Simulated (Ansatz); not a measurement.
SiC (P6_3mc), PBEsol with spin-orbit coupling, rigid bands in Ansatz (a quantum-chemistry and plane-wave program): N_v = 6.68e19 cm⁻³ at 300 K and a hole conductivity mass of 1.20 mₑ along y (a = (3.08, 0.00, 0.00) Å; b = (-1.54, 2.66, 0.00) Å; c = (0.00, 0.00, 5.05) Å).

Task: For 1e17 holes per cm³ at 300 K, place the Fermi level, estimate the Seebeck coefficient of a parabolic band with constant τ, and give mobility and conductivity for τ = 5 fs.

Result: The level lies k_BT ln(N_v/p) = 0.168 eV above the valence-band maximum. S ≈ +(k_B/e)[ln(N_v/p) + 5/2] = 776 μV/K, against 787 μV/K from the full bands (mean over directions). μ = eτ/m = 7.33 cm²/(V·s) and σ = peμ = 0.117 S/cm. τ is assumed, not computed.

Band transport and this doping are assumed; polarons and phonon drag are left out.
